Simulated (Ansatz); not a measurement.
Input and output of a self-consistent single point for Lu (Fd-3m, 2 atoms in the cell) (Ansatz, an electronic-structure program).

Computed with PBE (plane waves, PAW; Ansatz).

The change in words: lattice scaled by 0.97; basis.ecutwfc: 420 eV → 250 eV. Reference geometry:
```
CELL_PARAMETERS angstrom
      0.00000     3.35269     3.35269
      3.35269     0.00000     3.35269
      3.35269     3.35269     0.00000
ATOMIC_POSITIONS crystal
  Lu 0.75000 0.75000 0.75000
  Lu 0.50000 0.50000 0.50000
```

Reference input (self-consistent single point, DFT, PBE, plane waves, default PAW files): basis.ecutwfc = 420 eV; kpoints.mp_grid.grid = 7 7 7; hamiltonian.xc = pbe; hamiltonian.pseudopotentials = {kind: paw} (the program's default PAW files); scf.occupations.method = cold; scf.occupations.width = 0.05 eV. This run's input differs from it in these lines:

Ansatz 0.2 input:
```diff
@@ -2,10 +2,10 @@
   lattice:
-    - [0.00000000, 3.35268700, 3.35268700]
-    - [3.35268700, 0.00000000, 3.35268700]
-    - [3.35268700, 3.35268700, 0.00000000]
+    - [0.00000000, 3.25210600, 3.25210600]
+    - [3.25210600, 0.00000000, 3.25210600]
+    - [3.25210600, 3.25210600, 0.00000000]
   atoms:
-    - { symbol: Lu, position_ang: [5.02903050, 5.02903050, 5.02903050] }
-    - { symbol: Lu, position_ang: [3.35268700, 3.35268700, 3.35268700] }
+    - { symbol: Lu, position_ang: [4.87815900, 4.87815900, 4.87815900] }
+    - { symbol: Lu, position_ang: [3.25210600, 3.25210600, 3.25210600] }
 basis:
-  ecutwfc: 420.0
+  ecutwfc: 250.0
 kpoints:
```

Output (repeated stretches shortened):

```
SCF iter   1: F=—  HF=-29459.090887 eV  |F-HF|=—  |Δ(HF+E_count)|=         —  Δρ=8.20e-3  dr2=3.31e-2  ethr=1.77e-3  ⟨swp⟩=3.5  Hψ=1995  notcnv=0
all-band conjugate gradients solve this SCF's bands
preconditioner: auto → LDOS
SCF iter   2: F=—  HF=-29459.541513 eV  |F-HF|=—  |Δ(HF+E_count)|=   4.51e-1  S|Δr|=    0.00e0  Δρ=3.94e-2  dr2=7.41e-1  ethr=6.62e-5  ⟨swp⟩=3.0  Hψ=1915  notcnv=0  defer=32
   [... lines left out ...]
SCF iter   5: F=—  HF=-29458.725877 eV  |F-HF|=—  |Δ(HF+E_count)|=   5.23e-6  S|Δr|=    0.00e0  Δρ=1.83e-4  dr2=1.95e-5  ethr=1.90e-7  ⟨swp⟩=2.0  Hψ=668  notcnv=0  defer=30
SCF iter   6: F=—  HF=-29458.725866 eV  |F-HF|=—  |Δ(HF+E_count)|=   1.00e-5  S|Δr|=    0.00e0  Δρ=1.47e-5  dr2=1.09e-7  ethr=3.90e-8  ⟨swp⟩=2.0  Hψ=1089  notcnv=0  defer=30
SCF iter   7: F=-29458.725866 eV  HF=-29458.725866 eV  |F-HF|=3.27e-11  |Δ(HF+E_count)|=   4.89e-8  S|Δr|=    0.00e0  Δρ=1.64e-6  dr2=1.32e-9  ethr=2.00e-10  ⟨swp⟩=7.8  Hψ=2112  notcnv=0
SCF 1 converged in 7 iterations: F = -29458.725866 eV  dr2 = 1.32e-9
Stability not checked (fill_not_monotonic)
Free energy (F): -29458.725866 eV
Internal energy: -29458.726060 eV  (E = F + TS)
E sigma→0 (E₀):  -29458.725931 eV
Entropy (-TS):   0.000194 eV (0.097 meV/atom)
Fermi energy:    10.793542 eV
--- Forces (eV/Å), atoms counted from 1 ---
  atom   1  Lu     0.00000000    -0.00000000     0.00000000
  atom   2  Lu     0.00000000     0.00000000     0.00000000
--- Stress (GPa, compression-positive) ---
        4.996672      -0.000000      -0.000000
        0.000000       4.996672       0.000000
        0.000000      -0.000000       4.996672
  P = ⅓ Tr σ = 4.9967 GPa (49.967 kbar)
  The stress holds the Pulay correction. Without it, at fixed plane waves, as pw.x and ABINIT print it: P = -30.1905 GPa
```

The run converged in 7 iterations. Against the reference run the free energy goes up by 915 meV/atom and the pressure goes from 4.14 to 5.00 GPa.

The starting cell was generated: these elements placed on a structure prototype, without a prior relaxation; it need not be a known phase or ordering of this composition. For this run, on top of that: lattice scaled by 0.97. Spin-orbit coupling is off. Ansatz's pressure includes its estimate of the finite-basis (Pulay) stress. Without the estimate this run gives -30.19 GPa. The cutoff lies below the one recommended for these files.
